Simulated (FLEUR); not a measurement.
FLEUR run on V₃Cd (Pm-3m, 4 atoms in the cell): self-consistent single point.

Level of theory: FLEUR with PBEsol, all-electron FLAPW (FLEUR), scalar-relativistic valence.

The change in words: lattice scaled by 0.98. Reference geometry:
```
V3Cd
1.0
    3.93288     0.00000     0.00000
    0.00000     3.93288     0.00000
    0.00000     0.00000     3.93288
V Cd
3 1
Cartesian
  0.00000   1.96644   1.96644
  1.96644   0.00000   1.96644
  1.96644   1.96644   0.00000
  0.00000   0.00000   0.00000
```
Moments meant for the start (each program seeds them in its own way; μB, in the order of the atoms V V V Cd): 2.0 2.0 2.0 0.0.

Reference input (self-consistent single point, DFT, PBEsol, all-electron FLAPW (FLEUR), scalar-relativistic valence): Kmax = 4.1 1/bohr; GmaxXC = 14.3 1/bohr; xcFunctional = PBEs; jspins = 2; l_soc = F; mode = gauss; fermiSmearingEnergy = 0.00367493 Htr; mesh (inpgen div1-3) = 7 7 7; inpgen gamma flag = false; Gmax = 14.3 1/bohr; numbands = 0; maxIterBroyd = 15. This run's input differs from it in these lines:

```diff
@@ -3,5 +3,5 @@
 &input film=f /
-7.4320660810 0.0000000000 0.0000000000
-0.0000000000 7.4320660810 0.0000000000
-0.0000000000 0.0000000000 7.4320660810
+7.2834240035 0.0000000000 0.0000000000
+0.0000000000 7.2834240035 0.0000000000
+0.0000000000 0.0000000000 7.2834240035
 1.0
@@ -46,5 +46,5 @@
          <bravaisMatrix>
-            <row-1>    7.4320660810000003     0.0000000000000000     0.0000000000000000</row-1>
-            <row-2>    0.0000000000000000     7.4320660810000003     0.0000000000000000</row-2>
-            <row-3>    0.0000000000000000     0.0000000000000000     7.4320660810000003</row-3>
+            <row-1>    7.2834240035000004     0.0000000000000000     0.0000000000000000</row-1>
+            <row-2>    0.0000000000000000     7.2834240035000004     0.0000000000000000</row-2>
+            <row-3>    0.0000000000000000     0.0000000000000000     7.2834240035000004</row-3>
          </bravaisMatrix>
```

The program printed (abridged):

```
 Iteration:     1   Distance:      20.72978972 me/bohr^3
 Iteration:     2   Distance:      19.96376584 me/bohr^3
 Iteration:     3   Distance:      14.54129289 me/bohr^3
 Iteration:     4   Distance:       9.04386610 me/bohr^3
 Iteration:     5   Distance:       4.87602077 me/bohr^3
   [... 31 lines left out ...]
 Iteration:    37   Distance:       0.00010937 me/bohr^3
 Iteration:    38   Distance:       0.00004394 me/bohr^3
 Iteration:    39   Distance:       0.00003911 me/bohr^3
 Iteration:    40   Distance:       0.00000994 me/bohr^3
 Run finished successfully
 Stop message:
   Structural relaxation: Done

[file out, last iteration]
             iter=     41
[...]
          total density-effective poten   -1.3739837686E+04
          total charge density-energy d   -2.8541385393E+02
 Updated energy parameters for spin:           1
 Updated energy parameters for spin:           2
[...]
 fermi energy and band-weighting factors:

[...]
FERMIE:
          first approx. to ef    (T=0)  :   0.402977 htr   (energy of the highest occ. eigenvalue)
          number of occ. states  (T=0)  :       1128
          first approx. to seigv (T=0)  : -34.437343 htr
          sum of weights of occ. states :  57.055394
          sum of semicore charge        :   0.000000 e
          fermi energy=   0.40343 har   work function= -10.97779 ev
   [... lines left out ...]
          total moment                 =     0.00000
 Direct bandgap for spin            1 :    7.6319955128921202E-003  Htr
 Direct bandgap for spin            2 :    7.6319951157215460E-003  Htr
 ---->    free energy=                     -8438.3668038153 htr
   [... lines left out ...]
 ***** TOTAL FORCES ON ATOMS *****
 TOTAL FORCE FOR ATOM TYPE=  1  X=  0.000   Y=  3.642   Z=  3.642
                       FX_TOT= 0.000000 FY_TOT= 0.000000 FZ_TOT= 0.000000
 TOTAL FORCE FOR ATOM TYPE=  2  X=  0.000   Y=  0.000   Z=  0.000
                       FX_TOT= 0.000000 FY_TOT= 0.000000 FZ_TOT= 0.000000
 Structural relaxation: Done
```

The run converged in 40 iterations. FLEUR gives forces in its relaxation mode, with a further iteration, so its stop message speaks of a relaxation. Against the reference run the total energy goes down by 13.8 meV/atom.

The starting cell comes from a database of computed structures (which also holds hypothetical and non-ambient phases and stackings), without a prior relaxation at this level. For this run, on top of that: lattice scaled by 0.98. The starting moments vanished: the run ended non-magnetic, which need not be the lowest state. Values depend on the basis (sphere radii, cutoffs, local orbitals), which need not be converged. The log's line on a gap gives a spacing of levels on this mesh, which the program prints for metals too.

Cost on one core of a shared machine: roughly 4 min.
